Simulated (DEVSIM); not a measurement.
Structure: abrupt Si n-p junction, at 350 K.

Layer 1 from the left is Si, thickness (μm) 3.80, Nd (cm⁻³) 2.8e16, τn (s) 0.00041, τp (s) 0.00041. Layer 2 from the left is Si, thickness (μm) 4.10, Na (cm⁻³) 4.3e16, τn (s) 0.00041, τp (s) 0.00041.

Left contact: ohmic. Right contact: ohmic. Voltage is applied to the left contact. Recombination: SRH at mid-gap. Mobility is constant in doping.

This is a model device: material constants are rounded textbook-type values typed into the input, and sizes, dopings and lifetimes were drawn at random. Values at 300 K; Nc and Nv go as T^1.5, mobilities as T to minus their exponent, the gap by Varshni's rule with the affinity fixed.

Si: gap (eV) 1.124, affinity (eV) 4.05, permittivity 11.7, Nc (cm⁻³) 2.86e19, Nv (cm⁻³) 3.1e19, μn (cm²/Vs) 1417, μp (cm²/Vs) 470, T exponent of μn 2.3, T exponent of μp 2.2, Varshni α (eV/K) 0.000473, Varshni β (K) 636.

Task: Estimate by hand the built-in potential, the peak field at zero bias, the capacitance at 3 V, and compare with a numerical solution.

Result: 
- Built-in potential: ni = √(Nc Nv) exp(−Eg/2kT) = 3.78e11 cm⁻³ with Eg = 1.111 eV; Vbi = kT/q ln(Na Nd/ni²) = 0.689 V; numerical 0.689 V.
- Peak field at zero bias: depletion approximation: W = √(2εVbi/(qN)) = 0.229 μm with N = 1.70e16 cm⁻³; field = 2Vbi/W = 60100 V/cm; numerical 57400 V/cm (estimate above by 4.7 %).
- Capacitance at 3 V: C = √(qεN / 2(Vbi + |V|)) = 19.5 nF/cm²; numerical 19.7 nF/cm² (estimate below by 0.83 %).

Model (solved in DEVSIM): 1D drift-diffusion, Boltzmann statistics, complete ionisation; no tunnelling, impact ionisation, image-force lowering or self-heating.
